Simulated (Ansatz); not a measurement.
O on the 1x1 (111) surface of fcc Ag, one in a 2x1 cell, energies for each (14.9 Å²). Energies are against ½ O2(g), without zero-point or thermal terms; each row is named by its start.

The numbers are results of PBE (plane waves to 420 eV, PAW; Ansatz, an electronic-structure program), not measurements.

Task: Which site binds most strongly?
A. hollow Ag-Ag-Ag over Ag at depth 4.7 Å
B. hollow Ag-Ag-Ag over Ag at depth 2.4 Å

Result: A, hollow Ag-Ag-Ag over Ag at depth 4.7 Å. Adsorption energies: hollow Ag-Ag-Ag over Ag at depth 4.7 Å 0.16 eV; hollow Ag-Ag-Ag over Ag at depth 2.4 Å 0.25 eV.
